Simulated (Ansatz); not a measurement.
Base system: Ge in the diamond structure (space group Fd-3m, No. 227; a = 5.6744 Å). Axes: x, y, z lie along the cube axes.

Computed with Kohn–Sham DFT with the r2SCAN functional, run in Ansatz (a program for electronic structure) with PAW and 500 eV plane waves, without spin-orbit coupling.

Strains are applied to the cell and any free atomic positions relax; under biaxial strain the out-of-plane vector relaxes too.

One change was made to it. Results:

The gap character becomes indirect, Γ → N (base: direct at Γ); the valence-band top at Γ (three highest levels, from the VBM) becomes 0.00, 0.00, -0.45 eV (base: 0.00, 0.00, 0.00 eV); the shortest interatomic distance drops by 3.1 pm to 242.6 pm; the pressure (mean of the normal stresses, compression positive) increases by 31.4 kbar (0.1 kbar → 31.5 kbar).

Task: What was done to the base?
A) biaxial strain −2.00 %, plane normal [001], relaxed out of plane
B) biaxial strain −1.50 %, plane normal [001], relaxed out of plane
C) biaxial strain −3.00 %, plane normal [001], relaxed out of plane
D) biaxial strain −0.50 %, plane normal [001], relaxed out of plane

Result: C, biaxial strain −3.00 %, plane normal [001], relaxed out of plane. For comparison, the valence-band top at Γ in the other runs: biaxial strain −0.50 %, plane normal [001], relaxed out of plane gives 0.00, 0.00, -0.07 eV; biaxial strain −2.00 %, plane normal [001], relaxed out of plane gives 0.00, 0.00, -0.29 eV; biaxial strain −1.50 %, plane normal [001], relaxed out of plane gives 0.00, 0.00, -0.22 eV.

No phonon test of stability was made. The real Ge has an indirect gap at ambient pressure; r2SCAN orders its close-lying valleys differently. Labels are those of the standard path for the cell's own space group.
